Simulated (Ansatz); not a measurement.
## Several settings converged on a (001) slab of CsCaH3 (cut from a parent of space group no. 221; 10 atoms in the cell)

```yaml
crystal:
  lattice:
    - [4.59808, 0.00000, 0.00000]
    - [0.00000, 4.59808, 0.00000]
    - [0.00000, 0.00000, 20.89709]
  atoms:
    - { symbol: Cs, position: [0.00000, 0.00000, 0.44499] }
    - { symbol: Ca, position: [0.50000, 0.50000, 0.33498] }
    - { symbol: H, position: [0.50000, 0.00000, 0.33498] }
    - { symbol: H, position: [0.00000, 0.50000, 0.33498] }
    - { symbol: H, position: [0.50000, 0.50000, 0.44499] }
    - { symbol: Cs, position: [0.00000, 0.00000, 0.66502] }
    - { symbol: Ca, position: [0.50000, 0.50000, 0.55501] }
    - { symbol: H, position: [0.50000, 0.00000, 0.55501] }
    - { symbol: H, position: [0.00000, 0.50000, 0.55501] }
    - { symbol: H, position: [0.50000, 0.50000, 0.66502] }
```

Base method: LDA (PW92), default PAW files made with PBE (plane waves; Ansatz, a quantum-chemistry and plane-wave program).

Base settings: basis.ecutwfc = 420 eV; kpoints.mp_grid.grid = 5 5 1; hamiltonian.xc = lda; hamiltonian.pseudopotentials = {kind: paw} (the program's default PAW files); scf.occupations.method = fermi_dirac; scf.occupations.width = 0.05 eV.

The count of work is k-points × plane waves × bands × iterations; it is no time. 

**The vacuum**

The mesh stays at the base's, so the ladder's end is converged at best in this setting alone.

Only quantities that move along the ladder and can be compared are tabulated.

```csv
vacuum between outermost atoms (Å),free energy less the last step's (meV/atom),largest difference of a force vector from the last step's (eV/Å),gap on the mesh (eV),count of work / last
3.0,-66.47,0.620,2.928,0.27
4.0,-20.91,0.215,2.747,0.29
5.0,-5.57,0.070,2.719,0.32
6.0,-1.48,0.033,2.641,0.35
7.0,-0.45,0.025,2.703,0.38
8.0,-0.19,0.023,2.796,0.40
10.0,-0.08,0.018,2.883,0.46
12.0,-0.05,0.013,2.894,0.51
14.0,-0.04,0.010,2.901,0.57
17.0,-0.03,0.007,2.906,0.65
20.0,-0.01,0.004,2.910,0.73
25.0,0.00,0.002,2.914,0.86
30.0,0.00,0.000,2.917,1.0
```

Smallest vacuum between outermost atoms (Å) that holds the free energy within 1 meV/atom of the last step, with all finer ones: 7.0, at 0.38 of the last step's count of work; the step before is off by 1.5 meV/atom.

Smallest vacuum between outermost atoms (Å) that holds the gap on the mesh within 0.05 eV of the last step, with all finer ones: 10.0; the step before is off by 0.12 eV.

**The k-point mesh**

Only quantities that move along the ladder and can be compared are tabulated.

```csv
kpoints.mp_grid.grid,free energy less the last step's (meV/atom),largest difference of a force vector from the last step's (eV/Å),gap on the mesh (eV),count of work / last
2 2 1,14.09,0.050,2.656,0.083
3 3 1,-0.99,0.004,3.154,0.083
4 4 1,0.07,0.001,2.717,0.17
5 5 1,-0.01,0.000,2.901,0.17
6 6 1,0.00,0.000,2.718,0.28
7 7 1,0.00,0.000,2.814,0.28
9 9 1,0.00,0.000,2.777,0.42
10 10 1,0.00,0.000,2.718,0.58
12 12 1,0.00,0.000,2.718,0.78
14 14 1,0.00,0.000,2.718,1.0
```

Coarsest kpoints.mp_grid.grid that holds the free energy within 0.5 meV/atom of the last step, with all finer ones: 4 4 1, at 0.17 of the last step's count of work; the step before is off by 0.99 meV/atom.

Coarsest kpoints.mp_grid.grid that holds the forces within 0.005 eV/Å of the last step, with all finer ones: 3 3 1, at 0.083 of the last step's count of work; the step before is off by 0.050 eV/Å.

The gap on the mesh jumps up and down from mesh to mesh; it is no smooth measure of convergence.

**The depth of the slab**

On the (001) slab of CsCaH3 (cut from a parent of space group no. 221; 5 atoms in the cell), and deeper slabs.

The mesh stays at the base's, so the ladder's end is converged at best in this setting alone.

Only quantities that move along the ladder and can be compared are tabulated.

```tsv
atoms	gap on the mesh (eV)	count of work / last
5	3.119	0.059
10	2.901	0.18
15	2.791	0.32
20	2.729	0.51
25	2.687	0.74
30	2.656	1.0
```

State of the gap on the mesh at the end of the ladder: still drifting one way, by 0.072 eV over the last two steps, so the last step is no safe reference.

On the base run: the starting cell comes from a database of computed structures (which also holds hypothetical and non-ambient phases and stackings), without a prior relaxation at this level. The slab is cut from that crystal, and its faces are unrelaxed. Its lattice was rescaled by up to half a per cent. The two faces of this cut differ, and no dipole correction was used. Another mesh or the band path of this cell gives a smaller gap, so this value is not converged in the mesh.

Left out of this page: 1 run of the series outside the window shown, repeating another row's setting, or not comparable.

Keys are those of Ansatz 0.2.
